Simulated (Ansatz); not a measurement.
The reference is Lu in the hcp (Mg type) structure (space group P6_3/mmc, No. 194; a = 3.504 Å, c = 5.452 Å).

Calculations: DFT with r2SCAN, PAW potentials and a 500 eV plane-wave cutoff in Ansatz (a quantum-chemistry and plane-wave program), without spin-orbit coupling, earlier PAW set.

For the base:

* **c/a ratio**: 1.556
* **Density**: 10.02 g/cm³
* **Shortest interatomic distance**: 3.395 Å

It is then changed as follows: cell and atoms relaxed at a pressure of 10 GPa.

Q: How does this affect the c/a ratio?

A: The c/a ratio drops by 0.014 to 1.542.

Q: Predict the new density.

A: The density grows by 1.77 g/cm³ (10.02 g/cm³ → 11.79 g/cm³).

Q: What does the calculation give for the shortest interatomic distance after the change?

A: The shortest interatomic distance drops by 0.1875 Å to 3.207 Å.

Load acts through the strain it causes; cell and atoms are relaxed under it. No phonon test of stability was made. Competing high-pressure phases were not computed.
